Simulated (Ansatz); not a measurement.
# SnO (space group P4/nmm, No. 129; layered, stacked along the Cartesian z axis)

Space group P4/nmm, origin choice 1 (No. 129); a = 3.8371 Å, b = 3.8371 Å, c = 4.7588 Å, α = 90.00°, β = 90.00°, γ = 90.00°

```csv
atom,site,symmetry,x,y,z
Sn,2c,4mm,0.0000,0.5000,0.2434
O,2a,-4m2,0.0000,0.0000,0.0000
```

Calculations: plane-wave PAW DFT at the PBE-D3(BJ) level (Ansatz, a program for electronic structure, 420 eV), spin-orbit coupling left out. Settings: 12×12×10 k-points, 0.05 eV Fermi–Dirac smearing.

| Item | Value |
|---|---|
| Volume per atom | 17.52 Å³ |
| Density | 6.39 g/cm³ |
| Band gap | zero |
| Total energy | -3296.077 eV/atom (σ→0; compares only within this code and set-up) |

No phonon test of stability was made. All final runs are without spin polarisation. A zero or small gap of SnO can be the functional's error rather than a property of the material.
